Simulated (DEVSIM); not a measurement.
Structure: illuminated GaAs p-on-n cell, one wavelength, at 400 K.

Layer 1 from the left is GaAs, thickness (μm) 0.0780, Na (cm⁻³) 1.3e18, τn (s) 1.9e-8, τp (s) 5.6e-10, absorption coefficient (cm⁻¹) 6100. Layer 2 from the left is GaAs, thickness (μm) 2.70, Nd (cm⁻³) 1.5e17, τn (s) 2e-8, τp (s) 2e-8, absorption coefficient (cm⁻¹) 6100.

Left contact: ohmic, minority electron recombination velocity 3e6 cm/s. Right contact: ohmic, minority hole recombination velocity 2e5 cm/s. Voltage is applied to the left contact. Recombination: SRH at mid-gap, radiative, Auger. Light enters at the left, 4.7e16 photons cm⁻² s⁻¹, one pass, no reflection. Mobility is μmin + (μ − μmin)/(1 + (N/Nref)^α).

The device is made up for the run: typed textbook-type constants, with dimensions and the other settings drawn at random. Values at 300 K; Nc and Nv go as T^1.5, mobilities as T to minus their exponent, the gap by Varshni's rule with the affinity fixed.

GaAs: gap (eV) 1.424, affinity (eV) 4.07, permittivity 12.9, Nc (cm⁻³) 4.7e17, Nv (cm⁻³) 9e18, μn (cm²/Vs) 8500, μp (cm²/Vs) 400, μn,min 500, μp,min 20, Nref,n 6e16, Nref,p 1.5e17, αn 0.39, αp 0.38, T exponent of μn 2.1, T exponent of μp 2.2, B (cm³/s) 2e-10, Cn (cm⁶/s) 1e-30, Cp (cm⁶/s) 1e-30, Varshni α (eV/K) 0.000541, Varshni β (K) 204.

Simulated with DEVSIM: 1D drift-diffusion, Boltzmann statistics, complete ionisation; no tunnelling, impact ionisation, image-force lowering or self-heating.

Dark forward current:

| |V| (V) | |J| (A/cm²) |
|---|---|
| 0.05 | 2.403e-8 |
| 0.10 | 7.087e-8 |
| 0.15 | 1.681e-7 |
| 0.20 | 3.753e-7 |
| 0.25 | 8.228e-7 |
| 0.30 | 1.808e-6 |
| 0.35 | 4.039e-6 |
| 0.40 | 9.358e-6 |
| 0.45 | 2.306e-5 |
| 0.50 | 6.220e-5 |
| 0.55 | 0.0001876 |
| 0.60 | 0.0006327 |
| 0.65 | 0.002335 |
| 0.70 | 0.009164 |
| 0.75 | 0.03732 |
| 0.80 | 0.1552 |
| 0.85 | 0.6524 |
| 0.90 | 2.758 |
| 0.95 | 11.68 |
| 1.00 | 49.35 |
| 1.05 | 205.1 |
| 1.10 | 804.4 |
| 1.15 | 2728 |

Q: Work out the local ideality factor n = ΔV / (kT/q · ln(J2/J1)) between the rows 0.15 and 0.20 V, 0.90 and 0.95 V, 1.10 and 1.15 V.

A: kT/q = 34.47 mV. From 0.15 to 0.20 V: ln(3.753e-7/1.681e-7) = 0.803, n = 1.81. From 0.90 to 0.95 V: ln(11.68/2.758) = 1.443, n = 1.00, near the 1 of diffusion or emission over a barrier. From 1.10 to 1.15 V: ln(2728/804.4) = 1.221, n = 1.19; the layers' resistance at their doping, Σ W/(qμN) = 5.9e-6 Ω cm², would take 11 mV of this step of 50 mV.

Q: What current could the absorbed light give at most, and what share is collected?

A: Σ αd = 1.69, so qΦ(1 − exp(−Σ αd)) = 6.15 mA/cm². The simulated short-circuit current is 3.926 mA/cm², a share of 0.64.

Q: Estimate the open-circuit voltage by superposition: the voltage at which the dark current equals that short-circuit current.

A: Interpolating ln J in the table gives 0.669 V. The simulation gives 0.669 V, the same within the digits that matter. Superposition holds where collection doesn't change with voltage.

Q: Estimate the fill factor from FF0 = (v − ln(v + 0.72))/(v + 1), v = qVoc/(nkT), with n from the dark curve.

A: The rows about Voc, 0.65 and 0.70 V, give n = 1.06, so v = 18.3 and FF0 = 0.796. The simulation gives 0.776; the estimate lies 2.5 % above.
